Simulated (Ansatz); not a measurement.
Start from Ag in the fcc (Cu type) structure (space group Fm-3m, No. 225; a = 4.054 Å; relaxed with 0.1 eV smearing). Axes: x, y, z lie along the cube axes.

Computed with plane-wave PAW DFT at the PBEsol level (Ansatz, a first-principles code, 420 eV), scalar-relativistic without spin-orbit coupling.

Modification: tensile biaxial strain of 3.00 % in the plane normal to [001], as in epitaxy on a mismatched substrate; the out-of-plane cell vector and the atoms relax.

Estimate the effect on the ratio −ε⊥/ε∥.

The ratio −ε⊥/ε∥ amounts to 1.52.

What happens to the energy relative to the base?

The energy rises by 6.8 meV/atom.

Stability against distortions was not tested.
